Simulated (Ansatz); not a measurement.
# W in the bcc (W type) structure (space group Im-3m, No. 229)

```yaml
crystal:
  lattice:
    - [-1.57715, 1.57715, 1.57715]
    - [1.57715, -1.57715, 1.57715]
    - [1.57715, 1.57715, -1.57715]
  atoms:
    - { symbol: W, position: [0.00000, 0.00000, 0.00000] }
```

All numbers come from Ansatz (a quantum-chemistry and plane-wave program), PBEsol, PAW, cutoff 420 eV, no spin-orbit coupling. Γ-centred 21×21×21 mesh, Fermi–Dirac width 0.05 eV.

Volume per atom: 15.69 Å³
Density: 19.45 g/cm³
Band gap: zero
Total energy: -10256.563 eV/atom (σ→0; compares only within this code and set-up)

No phonon test of stability was made. The final runs are not spin-polarised.
